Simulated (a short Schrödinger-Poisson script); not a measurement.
# MOS inversion layer, SiO2 on p-type Si(100)

Stack: MOS inversion layer, SiO2 on p-type Si(100), at 300 K.

```tsv
layer	material	thickness (nm)	Na (cm⁻³)
1	SiO2	3.6	-
2	Si	1100	1.5e17
```

Constants are typed, rounded textbook-type inputs, not results; the design itself was drawn at random and stands for no fabricated device. SiO2: permittivity 3.9, conduction-band edge (eV) 3.15, gap (eV) 9, electron mass (mₑ) 0.5. Si: permittivity 11.7, conduction-band edge (eV) 0, gap (eV) 1.124, Nv at 300 K (cm⁻³) 3.1e19.

Channel valleys (confinement mass, in-plane density-of-states mass, number): Δ2 0.916, 0.19, 2; Δ4 0.19, 0.417, 4. At the gate the conduction-band edge of layer 1 lies 3.52 eV − eVg above the Fermi level of the channel; the field vanishes at the back. Gaps are held at their typed values at every temperature. Mesh 0.03 nm at interfaces.

Solved with a short Schrödinger-Poisson script written for these runs: 1D Poisson equation in equilibrium, electrons quantum, Hartree (BenDaniel-Duke, 12 states a valley, the channel's in-plane mass for all, wave functions ending at the dielectric), parabolic valleys, classical holes, full ionisation, no traps, pinning or gate leakage.

| Vg (V) | electrons (cm⁻²) | C (μF/cm²) | Δ2 E0 (meV) | Δ2 E1 (meV) | Δ4 E0 (meV) | Δ4 E1 (meV) |
|---|---|---|---|---|---|---|
| 0.3 | 4.36e7 | 0.118 | 319.1 | 359.5 | 356.3 | 423.0 |
| 0.45 | 5.78e9 | 0.134 | 191.0 | 234.0 | 230.6 | 301.7 |
| 0.6 | 2.16e11 | 0.520 | 95.3 | 141.6 | 138.2 | 213.1 |
| 0.75 | 7.90e11 | 0.708 | 58.6 | 109.8 | 106.3 | 184.4 |
| 0.9 | 1.48e12 | 0.767 | 39.3 | 95.3 | 91.9 | 172.6 |
| 1.05 | 2.21e12 | 0.796 | 25.9 | 86.5 | 83.1 | 165.9 |
| 1.2 | 2.96e12 | 0.813 | 15.5 | 80.3 | 76.9 | 161.6 |
| 1.35 | 3.72e12 | 0.825 | 6.8 | 75.6 | 72.2 | 158.5 |
| 1.5 | 4.50e12 | 0.834 | -0.8 | 71.7 | 68.4 | 156.1 |
| 1.65 | 5.28e12 | 0.840 | -7.6 | 68.5 | 65.2 | 154.2 |
| 1.8 | 6.07e12 | 0.846 | -13.9 | 65.7 | 62.5 | 152.7 |
| 1.95 | 6.86e12 | 0.850 | -19.7 | 63.1 | 60.0 | 151.4 |
| 2.1 | 7.66e12 | 0.854 | -25.2 | 60.9 | 57.8 | 150.2 |
| 2.25 | 8.46e12 | 0.857 | -30.5 | 58.8 | 55.7 | 149.2 |
| 2.4 | 9.27e12 | 0.860 | -35.5 | 56.9 | 53.8 | 148.3 |
| 2.55 | 1.01e13 | 0.862 | -40.4 | 55.1 | 52.0 | 147.5 |
| 2.7 | 1.09e13 | 0.864 | -45.1 | 53.3 | 50.3 | 146.8 |
| 2.85 | 1.17e13 | 0.866 | -49.7 | 51.7 | 48.7 | 146.1 |

Gate voltages with under 1e6 electrons/cm² are left out.

Subbands count from the Fermi level.
